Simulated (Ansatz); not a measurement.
## Carrier properties of YN (Fm-3m)

```
YN
1.0
    0.00000     2.42823     2.42823
    2.42823     0.00000     2.42823
    2.42823     2.42823     0.00000
Y N
1 1
Cartesian
  0.00000   0.00000   0.00000
  2.42823   2.42823   2.42823
```

The numbers are results of HSE06, rigid bands (plane waves, PAW, scalar-relativistic; Ansatz, a first-principles code), not measurements. Cell: cell and atoms relaxed with PBEsol.

* **band gap**: 1.05 eV
* **electron conductivity mass (300 K, dilute)**: 0.23 mₑ
* **hole conductivity mass (300 K, dilute)**: 0.48 mₑ
* **effective density of states N_c (300 K)**: 1.4e19 cm⁻³
* **effective density of states N_v (300 K)**: 3.5e19 cm⁻³
* **density-of-states mass, electrons**: 0.67 mₑ
* **density-of-states mass, holes**: 1.24 mₑ
* **Seebeck coefficient, n-type 1e19 cm⁻³, 300 K**: -245 μV/K
* **best n-type power factor at 300 K for τ = 10 fs (best axis; densities from 1e16 to 1e21 cm⁻³ tried, whether or not they can be reached)**: 9.1 μW/(cm·K²) at 3e19 cm⁻³
* **Seebeck coefficient, p-type 1e19 cm⁻³, 300 K**: 323 μV/K
* **best p-type power factor at 300 K for τ = 10 fs (best axis; densities from 1e16 to 1e21 cm⁻³ tried, whether or not they can be reached)**: 11.7 μW/(cm·K²) at 1e20 cm⁻³

Rigid bands; masses and Seebeck coefficients take one relaxation time τ for all states and one kind of carrier; polarons and phonon drag are left out. Spin-orbit coupling is left out; where it splits the top of the valence band, N_v and the p-type Seebeck coefficient come out somewhat high without it. Geometry: cell and atoms relaxed with PBEsol.
